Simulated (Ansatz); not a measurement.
Functionals compared on a constructed model of the (111) surface of fcc Pd, a pseudomorphic layer of Re in the host's stacking (bottom of the slab: a bare face, its two planes held), in Ansatz (plane waves, PAW). The structure was relaxed with PBE; the other rows are single points on it. Cutoff 420 eV (500 eV for r2SCAN).

Slab: 7 atoms, 13.9 Å thick at the start; k 15x15x1, smearing 0.1 eV, dipole-corrected; 2 atoms held, the rest relaxed; held to the start's symmetry, so lower structures may exist; no spin, no spin-orbit, no U. In PBE it is, or lies within 0.01 eV a 1x1 cell of, the lowest of the 2 structures of its composition computed so far; larger cells were not tried. These notes are the PBE run's.

| functional | work function of the top face (eV) | rough cost of the single point |
|---|---|---|
| PBE | 5.52 | – |
| RPBE | 5.38 | roughly 30 core-seconds |
| r2SCAN | … | about 110 core-seconds (a rough figure) |

Question: Complete the blanks.

Answer: 
- r2SCAN, work function of the top face (eV): 5.63

Ansatz is a first-principles code.
